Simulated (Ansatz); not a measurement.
WC under a change: pressure 30 GPa

The reference is WC (space group P-6m2, No. 187; a = 2.898 Å, c = 2.828 Å).

It is then changed as follows: cell and atoms relaxed at a pressure of 30 GPa.

The values are results of Ansatz (a first-principles code) PBEsol, no spin-orbit coupling, not measurements. Settings: 18×18×16 k-points, 0.05 eV Fermi–Dirac smearing.

| quantity | base | changed | shift |
|---|---|---|---|
| volume per atom | 10.29 Å³ | 9.64 Å³ | -0.642 Å³ |
| lattice parameter a | 2.898 Å | 2.832 Å | -0.0668 Å |
| c/a ratio | 0.976 | 0.981 | +0.005 |
| shortest interatomic distance | 2.191 Å | 2.145 Å | -0.046 Å |
| enthalpy H = E + PV relative to the base's energy | – | +1.86 eV/atom | – |
| band gap | zero | zero | – |

Cost of the whole job for the changed cell (relaxation, final SCF and bands): very roughly 60 core-seconds.

Load acts through the strain it causes; cell and atoms are relaxed under it. Whether these cells are dynamically stable was not tested. Competing high-pressure phases were not computed. The final runs are not spin-polarised.
